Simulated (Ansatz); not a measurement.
O vacancy + F interstitial in alpha quartz (start: the O site; off centre in the vacancy; 72-site cell, 2×2×2 Γ-centred sampling). The numbers are results of PBE, PAW (plane waves to 420 eV; Ansatz, a first-principles code), not measurements. Total energies of the localised charge states, counted from that of charge +1, and their image corrections (point charge with alignment); the host's valence-band maximum lies at 1.990 eV on the cells' energy zero and its gap is 5.68 eV.

```
charge         moment (μB)  E − E(first) (eV)  correction (eV)
------  ------------------  -----------------  ---------------
+1      not spin-polarised              0.000            0.402
0                      1.0              6.591            0.000
−1      not spin-polarised             11.742            0.357
```

Task: Derive the transition levels above the valence-band maximum and say which of them are thermodynamic.

Result: A level is the Fermi energy at which two charges have equal formation energy: ε(q/q′) = [E(q′) + corr(q′) − E(q) − corr(q)] / (q − q′) − E_VBM.
ε(+1/0) = [(6.591 + 0.000) − (0.000 + 0.402)] / 1 − 1.990 = 4.20 eV
ε(0/−1) = [(11.742 + 0.357) − (6.591 + 0.000)] / 1 − 1.990 = 3.52 eV
Charge 0 lies above the lower envelope where its neighbours cross, so the level that counts is ε(+1/−1) = [(11.742 + 0.357) − (0.000 + 0.402)] / 2 − 1.990 = 3.86 eV.
Thermodynamic levels at least 0.1 eV inside the gap: (+1/−1) at 3.86 eV. They hold to tenths of an eV in this cell. Only the charges listed were compared. The geometries come from one start. Flagged in the runs: a host whose relaxation on this sampling wasn't shown to rest, a strain field that reaches the edge of the cell.
